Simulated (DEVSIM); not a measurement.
## abrupt Si n-p junction

Device: abrupt Si n-p junction, at 300 K.

| layer (left to right) | material | thickness (μm) | Nd (cm⁻³) | Na (cm⁻³) | τn (s) | τp (s) |
|---|---|---|---|---|---|---|
| 1 | Si | 46.0 | 2.2e15 | - | 6.9e-5 | 6.9e-5 |
| 2 | Si | 26.0 | - | 2.6e15 | 6.9e-5 | 6.9e-5 |

Left contact: ohmic. Right contact: ohmic. Voltage is applied to the left contact. Recombination: SRH at mid-gap. Mobility is μmin + (μ − μmin)/(1 + (N/Nref)^α).

The device is made up for the run: typed textbook-type constants, with dimensions and the other settings drawn at random. Values at 300 K.

```tsv
parameter	Si
gap (eV)	1.124
affinity (eV)	4.05
permittivity	11.7
Nc (cm⁻³)	2.86e19
Nv (cm⁻³)	3.1e19
μn (cm²/Vs)	1417
μp (cm²/Vs)	470
μn,min	52
μp,min	45
Nref,n	9.7e16
Nref,p	2.2e17
αn	0.68
αp	0.72
```

DEVSIM, 1D drift-diffusion, Boltzmann statistics, complete ionisation; no tunnelling, impact ionisation, image-force lowering or self-heating.

- Potential step across the device at zero bias = 0.636 V
- Largest field in the device at zero bias = 15000 V/cm
- Dark forward voltage at 1 A/cm² = 0.602 V
- Dark forward voltage at 100 A/cm² = 1.055 V

Dark forward current:

(V (V), J (A/cm²)): (-0.05, -8.3e-10); (-0.15, -4.0e-8); (-0.30, -1.3e-5); (-0.40, -0.00061); (-0.55, -0.19); (-0.65, -3.2); (-0.75, -14); (-0.90, -46); (-1.00, -79); (-1.10, -120); (-1.25, -200); (-1.35, -260); (-1.50, -370); (-1.60, -460)

Small-signal capacitance in reverse bias (quasi-static):

```tsv
V (V)	C (nF/cm²)
0.1	12.0
0.25	10.9
0.5	9.55
0.75	8.61
1	7.90
1.5	6.89
2	6.19
2.5	5.66
3.25	5.08
4	4.64
5	4.21
```
